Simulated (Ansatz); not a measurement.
The reference is Ga₂O₃ (space group C2/m, No. 12; a = 12.2547 Å, b = 3.0389 Å, c = 5.8078 Å, α = 90.00°, β = 103.81°, γ = 90.00°).

Structures relaxed with Kohn–Sham DFT with the r2SCAN functional, run in Ansatz (an electronic-structure program) with PAW and 500 eV plane waves, no SOC, earlier PAW set.

Base:

Simulated powder pattern, Mo Kα, λ = 0.71073 Å (kinematic, ideal powder, no thermal factors, no anomalous dispersion; the 10 strongest lines at most, above 2 %, up to 2θ = 40°):

```tsv
2θ (°)	I/Imax (%)	hkl
13.72	43	(400)
13.90	52	(4 0 -1)
14.47	89	(002)
16.03	100	(111)
16.99	35	(401)
17.44	62	(3 1 -1)
25.67	33	(3 1 -3)
26.62	29	(113)
28.52	40	(7 1 -2)
28.56	40	(512)
```

The change: a hydrostatic pressure of 4.5 GPa.

Q: How do the reflections move or split?

A: 
Simulated powder pattern, Mo Kα, λ = 0.71073 Å (kinematic, ideal powder, no thermal factors, no anomalous dispersion; the 10 strongest lines at most, above 2 %, up to 2θ = 40°):

```
2θ (°)  I/Imax (%)       hkl
------  ----------  --------
13.87           43     (400)
14.04           51  (4 0 -1)
14.57           90     (002)
16.14          100     (111)
17.16           35     (401)
17.58           66  (3 1 -1)
25.85           33  (3 1 -3)
26.79           29     (113)
27.24           26     (020)
28.79           77  (7 1 -2)
```

The indices refer to the base's conventional cell; one index is shown for lines that coincide.

Load acts through the strain it causes; cell and atoms are relaxed under it. Stability against distortions was not tested.
